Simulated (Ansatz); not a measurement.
**A computed series for Se: response to strain**

Base system: Se (space group P3_121, No. 152; made of chains).

```xyz
3
Lattice="4.5066 0.0000 0.0000 -2.2533 3.9028 0.0000 0.0000 0.0000 4.9888" Properties=species:S:1:pos:R:3 pbc="T T T"
Se     0.9774     0.0000     4.1574
Se    -0.4887     0.8465     0.8315
Se     1.7646     3.0563     2.4944
```

Strains are applied to the cell and any free atomic positions relax.

Level of theory: r2SCAN (Ansatz, a program for electronic structure), without spin-orbit coupling, earlier PAW set.

Notes on the quantities. pressure: mean of the normal stresses, compression positive.

```
isotropic strain (%)  pressure (GPa)
--------------------  --------------
-1.55                            1.0
-0.33                            0.2
0                                0.0
2.86                               ?
4.95                            -2.0
```

**Question.** Fit P = P₀ − Bδ + Cδ² with δ = (1 + ε)³ − 1 to the rows shown and predict the withheld row.

**Answer.** Least squares on the printed values gives P₀ = 0.0 GPa, B = 19.8 GPa (at held cell shape), C = 44.7 GPa (largest residual 0.0 GPa); this predicts -1.4 GPa, and the run gives -1.3 GPa, in agreement.

Stability against distortions was not tested. No dispersion term is included, though the crystal is made of layers, chains or molecules, so its spacings can come out too wide.
